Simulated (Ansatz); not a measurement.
## A constructed model of the (110) surface of bcc Ta, a cell of two sites (a+b, b-a) layer of O, one a cell, on the site that continues the host's stacking (bottom of the slab: a bare face, its two planes held)

All values below come from PBE (plane waves to 420 eV, PAW; Ansatz, a first-principles code).

Model: 13-atom slab, 13.6 Å thick at the start, 11x8x1 mesh, Fermi-Dirac 0.1 eV, dipole correction, 4 atoms held, the rest relaxed; start symmetry kept, larger cells not searched; no spin, no spin-orbit, no U. It is one candidate, not shown to be the stable structure of the face.

The work function of the top face is 4.73 eV and the energy released by relaxation comes out as 2.23 eV. The cost comes out as roughly 16 core-minutes.
